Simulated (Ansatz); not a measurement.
Ansatz (a program for electronic structure) is run on Sr2RuN3 (C2/c, 24 atoms in the cell), and the run fails. The aim is a self-consistent single point with DFT, LDA (PW92), plane waves, default PAW files made with PBE.

Cell that was meant: a = 6.2799 Å, b = 6.2799 Å, c = 12.5464 Å, α = 91.88°, β = 91.88°, γ = 127.47°.

Part of the input:

Ansatz 0.2 input:
```yaml
    - { symbol: N, position: [0.155020, 0.343880, 0.544230] }
    - { symbol: N, position: [0.001350, 0.998650, 0.750000] }
    - { symbol: N, position: [0.998650, 0.001350, 0.250000] }
hamiltonian:
  xc: lda
  pseudopotentials:
    kind: paw
```

Log, with long lists cut:

```
Error: YAML parse error: missing field `kpoints`
```

Task: From the messages shown, name the fault and mend the input.

Result: The fault is no k-points given. The sampling of the Brillouin zone has to be given; no usable mesh follows from the cell alone here. To fix it, add the k-points. The program stopped before any SCF iteration.

The sound input it was made from differs as follows (other fixes are possible):
```diff
+kpoints:
+  mp_grid:
+    grid: [5, 5, 2]
```

With that input, the run converged in 9 iterations: free energy E − TS (on the zero of these files) -55086.5404 eV; Fermi level (on the code's own zero) 10.71 eV; pressure -9.56 GPa; largest force (vector length) 0.858 eV/Å (DFT, LDA (PW92), plane waves, default PAW files made with PBE).

On the sound input: the starting cell comes from a database of computed structures (which also holds hypothetical and non-ambient phases and stackings), without a prior relaxation at this level. Spin polarisation is off. With a pressure of about -10 GPa the cell is away from its equilibrium volume at this level. Ansatz's pressure includes its estimate of the finite-basis (Pulay) stress.
